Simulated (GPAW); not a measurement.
GPAW 25.7.0, DFT, PBE, plane waves, PAW datasets of gpaw-data 1.0.1: fcc Cu, atoms displaced, 4 atoms. Basis and mesh were picked for this test and aren't claimed converged.

```json
{
 "cell": "3.62, 3.62, 3.62 Å; 90, 90, 90°",
 "distance_to_the_nearest_atom": "2.51 to 2.53 Å",
 "task": "scf",
 "mode.name": "pw",
 "mode.ecut": "500 eV",
 "xc": "PBE",
 "k mesh": "6×6×6",
 "kpts.gamma": "true",
 "occupations.name": "fermi-dirac",
 "occupations.width": "0.1 eV",
 "convergence.density (electrons an electron)": "1e-05",
 "maxiter": "150",
 "parallel.kpt": "16",
 "parallel.band": "1",
 "parallel.domain": "1",
 "parallel.sl_auto": "false",
 "parallel.augment_grids": "true",
 "mixer.backend": "pulay (default)",
 "mixer.method": "separate (default)",
 "mixer.beta": "0.05 (default)",
 "mixer.nmaxold": "5 (default)",
 "mixer.weight": "50 (default)",
 "convergence.eigenstates (eV² an electron)": "4e-08 (default)",
 "convergence.energy (eV an electron)": "0.0005 (default)",
 "k-points after symmetry (base settings)": "112",
 "bands (base settings)": "31",
 "electrons (base settings)": "44",
 "plane waves (base settings)": "1222",
 "coarse grid (base settings)": "20*20*20",
 "symmetry operations (base settings)": "1"
}
```

It runs on a single node (AMD EPYC (Zen 5), 96 cores on 1 socket, no SMT, 12 L3 cache groups).

Each time is the median wall time of two to five repeats, run one at a time on the otherwise empty machine; start-up is included. Unless noted, each process is bound to its own block of adjacent cores. The times hold for this build (conda-forge: Open MPI, OpenMP, OpenBLAS, FFTW, ScaLAPACK, ELPA). Scratch files lie in a memory file system.

All on 16 ranks. Base settings, kept where nothing else is said: eigensolver.name = dav (default), eigensolver.niter = 2 (default) (eigensolver.blocksize, basis not set). The settings tried:
- eigensolver.name = rmm-diis, eigensolver.niter = 1
- eigensolver.name = cg
- eigensolver.name = cg, eigensolver.niter = 4
- basis = dzp
- eigensolver.name = rmm-diis, eigensolver.niter = 3 (default), eigensolver.blocksize = 32
- eigensolver.name = rmm-diis, eigensolver.niter = 3 (default), eigensolver.blocksize = 1
- the base settings
- eigensolver.niter = 4
- eigensolver.niter = 3
- basis = sz(dzp)

Problem. Which of them ends in the fewest SCF iterations, and which in the least time?

Solution. Fewest SCF iterations: eigensolver.niter = 3 (15); eigensolver.niter = 4 (15). Shortest time: basis = sz(dzp), 4.2 s. All converged.

```tsv
setting	SCF iterations	wall time
basis = sz(dzp)	19	4.2 s
eigensolver.niter = 3	15	4.7 s
the base settings	22	4.9 s
eigensolver.name = rmm-diis, eigensolver.niter = 1	33	5.2 s
eigensolver.niter = 4	15	5.2 s
eigensolver.name = rmm-diis, eigensolver.niter = 3 (default), eigensolver.blocksize = 32	29	5.4 s
basis = dzp	25	5.4 s
eigensolver.name = cg	25	7.6 s
eigensolver.name = cg, eigensolver.niter = 4	22	7.8 s
eigensolver.name = rmm-diis, eigensolver.niter = 3 (default), eigensolver.blocksize = 1	29	9.4 s
```
